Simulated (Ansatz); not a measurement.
# AlN: uniaxial strain ε_zz = −1.00 %

Base system: AlN in the zinc blende structure (space group F-43m, No. 216; a = 4.370 Å). Axes: x, y, z lie along the cube axes.

The change: the cell is compressed by 1.00 % along z with no lateral relaxation, atoms relaxed at fixed cell.

Calculations: Ansatz (an electronic-structure program) r2SCAN, spin-orbit coupling left out. Γ-centred 13×13×13 mesh, Fermi–Dirac width 0.05 eV.

| quantity | base | changed | shift |
|---|---|---|---|
| shortest interatomic distance | 1.892 Å | 1.886 Å | -0.006 Å |
| energy relative to the base (free energy F) | 0 meV/atom | +1.0 meV/atom | +1.0 meV/atom |
| pressure (mean of the normal stresses, compression positive) | 0.01 GPa | 2.15 GPa | +2.147 GPa |
| band gap | 3.94 eV | 3.89 eV | -0.05 eV |
| gap character | – | indirect, Γ → M | – |
| smallest direct gap | 4.84 eV | 4.91 eV | +0.07 eV |
| electron mass | 0.51 mₑ along k, 0.33 mₑ across (at X) | 0.50 mₑ along k, 0.33 mₑ across (at X) | – |
| hole mass | – | 0.33 mₑ along z, 1.4 mₑ across (at Γ) | – |
| valence-band top at Γ (three highest levels, from the VBM) | – | 0.00, -0.04, -0.04 eV | – |
| valley order (the lowest conduction-band minima on the path, energy above the VBM, named in the base's zone) | X along ⟨100⟩ 3.94 eV; Γ 4.84 eV | X along [001] 3.89 eV; X along [100] 3.94 eV; Γ 4.91 eV | – |
| stress (xx, yy, zz, yz, xz, xy; compression positive) | – | (1.68, 1.68, 3.09, 0.00, 0.00, 0.00) GPa | – |

Final structure:

```xyz
2
Lattice="0.0000 2.1849 2.1630 2.1849 0.0000 2.1630 2.1849 2.1849 0.0000" Properties=species:S:1:pos:R:3 pbc="T T T"
Al     0.0000     0.0000     0.0000
N      1.0924     1.0924     1.0815
```

Effective masses come from finite differences of ±0.01 Å⁻¹. Along k means along the line from Γ to the band edge. Whether these cells are dynamically stable was not tested. This is not the structure that AlN has at room temperature and ambient pressure. k-point labels follow each cell's own Brillouin zone.
